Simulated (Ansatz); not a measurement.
TiAl: x(Lu) = 0.333, 6 atoms, P4/mmm

Consider TiAl (space group P4/mmm, No. 123; a = 2.797 Å, c = 4.032 Å).

The other end (x = 1) is LuTi (space group P4/mmm, No. 123; a hypothetical phase, not in the database extracts checked): 21.34 Å³/atom, gap zero; this end may not be an ambient phase.

One thing is altered: a fraction x = 0.333 of the Al sites is given to Lu, ordered in a cell of 6 atoms (starting symmetry P4/mmm) and fully relaxed.

Calculations: plane-wave PAW DFT at the PBEsol level (Ansatz, a quantum-chemistry and plane-wave program, 420 eV), scalar-relativistic without spin-orbit coupling. Settings: 16×16×4 k-points, 0.05 eV Fermi–Dirac smearing, for the changed cell.

The volume per atom increases by 1.79 Å³ to 17.57 Å³ and the density goes up by 1.93 g/cm³, from 3.94 g/cm³ to 5.87 g/cm³. The band gap stays zero and the mixing energy amounts to +0.04 eV/atom (to 0.01 eV only: unlike meshes or grids) (against an end that may be hypothetical). The deviation of the volume from the linear (Vegard-type) interpolation is -0.4 %.

Final structure:

```
LuTi3Al2
1.0
    2.88853     0.00000     0.00000
    0.00000     2.88853     0.00000
    0.00000     0.00000    12.63237
Al Lu Ti
2 1 3
Direct
  0.50000   0.50000   0.84687
  0.50000   0.50000   0.15313
  0.50000   0.50000   0.50000
  0.00000   0.00000   0.69449
  0.00000   0.00000   0.00000
  0.00000   0.00000   0.30551
```

These are small ordered cells, not random alloys; other orderings at the same x differ. No phonon test of stability was made. The final runs are not spin-polarised. An odd electron count without spin: LuTi3Al2, TiAl and LuTi. LuTi3Al2 and LuTi have a high density of states at the Fermi level and may be magnetic at this level.
